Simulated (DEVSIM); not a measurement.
Structure: abrupt In0.53Ga0.47As n-p junction, at 350 K.

| layer (left to right) | material | thickness (μm) | Nd (cm⁻³) | Na (cm⁻³) | τn (s) | τp (s) |
|---|---|---|---|---|---|---|
| 1 | In0.53Ga0.47As | 2.20 | 4.5e15 | - | 3e-9 | 3e-9 |
| 2 | In0.53Ga0.47As | 2.50 | - | 1.1e17 | 3e-9 | 3e-9 |

Left contact: ohmic. Right contact: ohmic. Voltage is applied to the left contact. Recombination: SRH at mid-gap, radiative. Mobility is μmin + (μ − μmin)/(1 + (N/Nref)^α).

The device is made up for the run: typed textbook-type constants, with dimensions and the other settings drawn at random. Values at 300 K; Nc and Nv go as T^1.5, mobilities as T to minus their exponent, the gap by Varshni's rule with the affinity fixed.

| parameter | In0.53Ga0.47As |
|---|---|
| gap (eV) | 0.74 |
| affinity (eV) | 4.51 |
| permittivity | 13.9 |
| Nc (cm⁻³) | 2.1e17 |
| Nv (cm⁻³) | 7.7e18 |
| μn (cm²/Vs) | 12000 |
| μp (cm²/Vs) | 300 |
| μn,min | 300 |
| μp,min | 10 |
| Nref,n | 1.3e17 |
| Nref,p | 4.9e17 |
| αn | 0.48 |
| αp | 0.4 |
| T exponent of μn | 1.6 |
| T exponent of μp | 1.6 |
| B (cm³/s) | 9.6e-11 |
| Varshni α (eV/K) | 0.00035 |
| Varshni β (K) | 190 |

Simulated with DEVSIM: 1D drift-diffusion, Boltzmann statistics, complete ionisation; no tunnelling, impact ionisation, image-force lowering or self-heating.

The doping Nd of layer 1 was swept, all else fixed.

```tsv
doping Nd of layer 1 (cm^-3)	dark forward voltage at 1 A/cm² (V)	dark forward voltage at 100 A/cm² (V)	largest field in the device at zero bias (V/cm)	potential step across the device at zero bias (V)
1.4e14	0.161	0.396	18000	0.362
4.5e14	0.187	0.397	19000	0.397
1.4e15	0.216	0.400	20000	0.432
4.5e15	___	___	___	0.467
1.4e16	0.263	0.413	39000	0.501
4.5e16	0.274	0.418	63000	0.536
```

Problem. Complete the blanks.

Solution. 
- 4.5e15, dark forward voltage at 1 A/cm² (V): 0.243
- 4.5e15, dark forward voltage at 100 A/cm² (V): 0.406
- 4.5e15, largest field in the device at zero bias (V/cm): 25000
